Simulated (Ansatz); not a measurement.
Density of states of BN (F-43m) below the valence band maximum, PBEsol, rigid bands run with Ansatz (a program for electronic structure); cell volume 11.7 Å³.

| energy from edge (eV) | 10⁻³ states/eV/cell |
|---|---|
| 0.006 | 21.7 |
| 0.031 | 49.7 |
| 0.056 | 65.6 |
| 0.081 | 77.5 |
| 0.106 | 88.3 |
| 0.131 | 97.9 |
| 0.156 | 106 |
| 0.181 | 114 |
| 0.206 | 123 |
| 0.231 | 131 |
| 0.256 | 138 |
| 0.281 | 145 |
| 0.319 | 155 |
| 0.344 | 161 |
| 0.369 | 167 |
| 0.394 | 174 |
| 0.419 | 179 |
| 0.444 | 186 |
| 0.469 | 192 |
| 0.494 | 198 |
| 0.519 | 204 |
| 0.544 | 209 |
| 0.569 | 215 |
| 0.594 | 220 |

**Question.** What effective density of states at 300 K does this give (∫ g(E) exp(−E/k_BT) dE, both spins, divided by the cell's size)?

**Answer.** 8.8e19 cm⁻³, a density-of-states mass of 2.3 mₑ, valleys and band degeneracy included.

Spin-orbit coupling is left out. Geometry: cell and atoms relaxed with PBEsol.
